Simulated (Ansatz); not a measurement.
```yaml
crystal:
  lattice:
    - [0.00000, 2.29717, 2.29717]
    - [2.29717, 0.00000, 2.29717]
    - [2.29717, 2.29717, 0.00000]
  atoms:
    - { symbol: Na, position: [0.00000, 0.00000, 0.00000] }
    - { symbol: F, position: [0.50000, 0.50000, 0.50000] }
```

Question: List the harmonic phonon frequencies (cm⁻¹; finite displacements on a 8×8×8 mesh, r2SCAN in Ansatz, a first-principles code, k mesh 8×8×8) at q = (0.000, 0.250, -0.500), (0.125, 0.375, -0.375), (0.125, 0.250, -0.500), in fractions of this cell's reciprocal vectors. At Γ leave out the LO-TO shift.

Answer: 
- (0.000, 0.250, -0.500): 156, 201, 239, 254, 272, 309
- (0.125, 0.375, -0.375): 179, 213, 231, 258, 280, 290
- (0.125, 0.250, -0.500): 162, 188, 223, 254, 268, 326
